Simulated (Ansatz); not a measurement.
Effect of pressure 9 GPa on YN

The parent structure is YN in the rock salt structure (space group Fm-3m, No. 225; a = 4.8198 Å).

Modification: a hydrostatic pressure of 9 GPa.

Level of theory: Kohn–Sham DFT with the LDA functional, run in Ansatz (a program for electronic structure) with PAW and 420 eV plane waves, no spin-orbit coupling. k-mesh 12×12×12 (Γ-centred); smearing 0.05 eV (Fermi–Dirac).

```
quantity                             base     changed        shift
-----------------------------  ----------  ----------  -----------
volume per atom                  14.00 Å³    13.38 Å³    -0.615 Å³
density                        6.11 g/cm³  6.39 g/cm³  +0.28 g/cm³
shortest interatomic distance     2.410 Å     2.374 Å     -0.036 Å
band gap                             zero        zero            –
```

A case with no gap was solved on a k-mesh chosen for an insulator, which is coarse for it. Load acts through the strain it causes; cell and atoms are relaxed under it. Whether these cells are dynamically stable was not tested. Competing high-pressure phases were not computed. All final runs are without spin polarisation. Gaps under 0.05 eV, about the width of the smearing, are given as zero. A zero or small gap of YN can be the functional's error rather than a property of the material.
